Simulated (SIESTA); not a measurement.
Band structure of TaN2 (P-6m2, 3 atoms in the cell).

```xyz
3
Lattice="3.1155 0.0000 0.0000 -1.5577 2.6981 0.0000 0.0000 0.0000 3.7938" Properties=species:S:1:pos:R:3 pbc="T T T"
Ta     1.5577     0.8994     1.8969
N      0.0000     0.0000     3.0944
N      0.0000     0.0000     0.6994
```

Computed with LDA PW92, numerical atomic orbitals DZP, PseudoDojo LDA standard norm-conserving potentials (rewritten from UPF to PSML) (SIESTA).

Settings: XC.functional = LDA; XC.authors = PW92; potentials = PseudoDojo LDA standard; PAO.BasisSize = DZP; PAO.EnergyShift = 0.005 Ry; MeshCutoff = 300 Ry; kgrid.MonkhorstPack = 10 10 7; OccupationFunction = MP; OccupationMPOrder = 0; ElectronicTemperature = 272 meV; MaxSCFIterations = 150; SCF.Mixer.Method = Broyden; SCF.Mixer.Weight = 0.1; SCF.Mixer.History = 6.

The starting cell comes from a database of computed structures (which also holds hypothetical and non-ambient phases and stackings), without a prior relaxation at this level. Spin-orbit coupling is off. Spin polarisation is off; with an odd number of electrons in the cell that forces a metal, and a magnetic state may lie lower. Values carry the incompleteness of an atom-centred basis.

Levels in eV from the Fermi level, bands 9 to 14:
```csv
point,9,10,11,12,13,14
Γ,-5.60,-1.04,-1.04,-0.11,2.74,2.74
M,-4.68,-2.58,-1.61,-0.95,3.60,4.33
K,-6.22,-4.21,-0.11,0.35,1.73,5.74
A,-4.40,-3.31,-3.31,-0.75,3.40,3.40
L,-5.10,-4.09,-0.46,0.24,4.36,4.85
H,-5.36,-2.52,-2.30,1.07,2.96,3.61
```

Bands cross the Fermi level along this path, so the cell is metallic at this level.

Higher empty bands are left out: an atom-centred basis made for the valence describes them poorly.
